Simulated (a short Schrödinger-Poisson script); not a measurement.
**Gated Al0.4Ga0.6N/GaN polarisation-induced gas**

Structure: gated Al0.4Ga0.6N/GaN polarisation-induced gas, at 300 K.

```tsv
layer	material	thickness (nm)	Na (cm⁻³)
1	Al0.4Ga0.6N	20	-
2	GaN	6000	1e15
```

Constants are typed, rounded textbook-type inputs, not results; the design itself was drawn at random and stands for no fabricated device. Al0.4Ga0.6N: permittivity 9.26, conduction-band edge (eV) 0.58, gap (eV) 4.258, electron mass (mₑ) 0.248, Nv at 300 K (cm⁻³) 4.6e19. GaN: permittivity 9.5, conduction-band edge (eV) 0, gap (eV) 3.43, Nv at 300 K (cm⁻³) 4.6e19.

Channel valleys (confinement mass, in-plane density-of-states mass, number): Γ 0.2, 0.2, 1. At the gate the conduction-band edge of layer 1 lies 1.46 eV − eVg above the Fermi level of the channel; the field vanishes at the back. Sheet of polarisation charge: +2e13 e/cm² at 20 nm from the gate. The barrier under the gate holds no holes. Gaps are held at their typed values at every temperature. Mesh 0.08 nm at interfaces.

Solved with a short Schrödinger-Poisson script written for these runs: 1D Poisson equation in equilibrium, electrons quantum, Hartree plus LDA exchange-correlation (BenDaniel-Duke, 40 states a valley, the channel's in-plane mass for all, wave functions free to enter the barrier), parabolic valleys, classical holes, full ionisation, no traps, pinning or gate leakage.

| Vg (V) | electrons (cm⁻²) | in the channel layer | C (μF/cm²) | Γ E0 (meV) | Γ E1 (meV) |
|---|---|---|---|---|---|
| 0.5 | 1.77e13 | 1.62e13 | 0.396 | -186.0 | -5.5 |
| 0 | 1.64e13 | 1.52e13 | 0.395 | -173.8 | -1.2 |
| -0.5 | 1.52e13 | 1.42e13 | 0.393 | -161.4 | 3.0 |
| -1 | 1.40e13 | 1.31e13 | 0.392 | -148.9 | 7.2 |
| -1.5 | 1.28e13 | 1.21e13 | 0.391 | -136.2 | 11.5 |
| -2 | 1.15e13 | 1.10e13 | 0.390 | -123.4 | 15.8 |
| -2.5 | 1.03e13 | 9.89e12 | 0.389 | -110.4 | 20.2 |
| -3 | 9.12e12 | 8.78e12 | 0.388 | -97.2 | 24.6 |
| -3.5 | 7.91e12 | 7.66e12 | 0.387 | -83.7 | 29.1 |
| -4 | 6.71e12 | 6.53e12 | 0.385 | -69.9 | 33.8 |
| -4.5 | 5.51e12 | 5.39e12 | 0.383 | -55.6 | 38.6 |
| -5 | 4.32e12 | 4.24e12 | 0.380 | -40.4 | 43.8 |
| -5.5 | 3.14e12 | 3.10e12 | 0.375 | -23.5 | 49.7 |
| -6 | 1.98e12 | 1.96e12 | 0.367 | -3.1 | 57.6 |
| -6.5 | 8.61e11 | 8.57e11 | 0.346 | 27.3 | 72.3 |
| -7 | 7.91e9 | 7.90e9 | 0.0481 | 160.8 | 184.2 |

Gate voltages with under 1e6 electrons/cm² are left out.

Subbands count from the Fermi level.
